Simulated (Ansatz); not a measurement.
The reference is BN in the zinc blende structure (space group F-43m, No. 216).

```xyz
2
Lattice="0.0000 1.8124 1.8124 1.8124 0.0000 1.8124 1.8124 1.8124 0.0000" Properties=species:S:1:pos:R:3 pbc="T T T"
N      2.7185     2.7185     2.7185
B      0.0000     0.0000     0.0000
```

Level of theory: PBE (Ansatz, an electronic-structure program, PAW, without spin-orbit coupling).

For the base:

| Quantity | Result |
|---|---|
| Shortest interatomic distance | 1.570 Å |
| Electron mass | 0.91 mₑ along k, 0.30 mₑ across (at X) |

Perturbation: a negative pressure, −2 GPa.

Problem. How does this affect the shortest interatomic distance?

Solution. The shortest interatomic distance rises by 0.0028 Å to 1.572 Å.

Problem. What does the calculation give for the electron mass after the change?

Solution. The electron mass changes from 0.91 mₑ along k, 0.30 mₑ across (at X) to 0.92 mₑ along k, 0.30 mₑ across (at X).

The levels and masses belong to the bands next to the band gap. Load acts through the strain it causes; cell and atoms are relaxed under it. Effective masses come from finite differences of ±0.01 Å⁻¹. Along k means along the line from Γ to the band edge. Whether these cells are dynamically stable was not tested.
